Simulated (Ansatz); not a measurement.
The starting structures come from a database of crystals and need not be the phases stable at ambient conditions.

By PBEsol, the system below comes out a metal.

A figure of merit of an interconnect metal is its ballistic conductance per area.

Here is the system:

```
CELL_PARAMETERS angstrom
      2.79884     0.00000     0.00000
     -1.39942     2.42386     0.00000
      1.39942     0.80795     2.33188
ATOMIC_POSITIONS crystal
  Al 0.00000 0.00000 0.00000
```

The cell is strained (lengths across the current scaled by 0.98, ions clamped); by PBEsol it stands under a pressure of 2.0 GPa.

The current flows along the normal of the first two printed cell vectors, the (111) (indices of the unstrained crystal) plane of the conventional cell. No spin-orbit coupling; the value is a mean over 0.1 eV about the Fermi level.

### Question
Predict the ballistic conductance per area from PBEsol (Ansatz, a first-principles code).

### Answer
1.5 × 10¹⁵ S/m² for both spins.
